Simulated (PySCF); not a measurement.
PySCF 2.14.0, unrestricted BP86/def2-svpd, df: Si(Cl)2 anion (Cl[Si]Cl), charge -1, multiplicity 2, 3 atoms. The geometry is a generated start, not checked to be a minimum at this level.

```json
{
  "task": "energy",
  "method": "bp86",
  "basis": "def2-svpd",
  "two_electron_scheme": "density fitting",
  "mol.max_memory": "3000 MB",
  "mf.max_cycle": "100",
  "mf.init_guess": "minao (default)",
  "mf.DIIS": "CDIIS (default)",
  "mf.diis_space": "8 (default)",
  "mf.conv_tol": "1e-09 (default)",
  "mf.grids.level": "3 (default)",
  "basis_functions": "78",
  "grid_points": "56944"
}
```

```xyz
3

Si     0.0486    -0.0425     0.8665
Cl     1.0098     1.2229    -0.4304
Cl    -1.0584    -1.1804    -0.4362
```

Charge -1 and multiplicity 2 are set for this test and not shown to be the ground state.

One run each on 2 threads, 1 BLAS thread. Values of level_shift (Hartree) tried: 0 (default), 0.1, 0.3, 1.

Task: How does the count of Fock builds change with level_shift (Hartree), and where is it least?

Result: Fewest Fock builds, within one of each other: 0 (default) with 12, 0.1 with 13. The count rises to 46 at 1. All converge to one solution.

```json
[
 {"level_shift (Hartree)": "0 (default)", "Fock builds": "12", "end": "same solution"},
 {"level_shift (Hartree)": "0.1", "Fock builds": "13", "end": "same solution"},
 {"level_shift (Hartree)": "0.3", "Fock builds": "19", "end": "same solution"},
 {"level_shift (Hartree)": "1", "Fock builds": "46", "end": "same solution"}
]
```
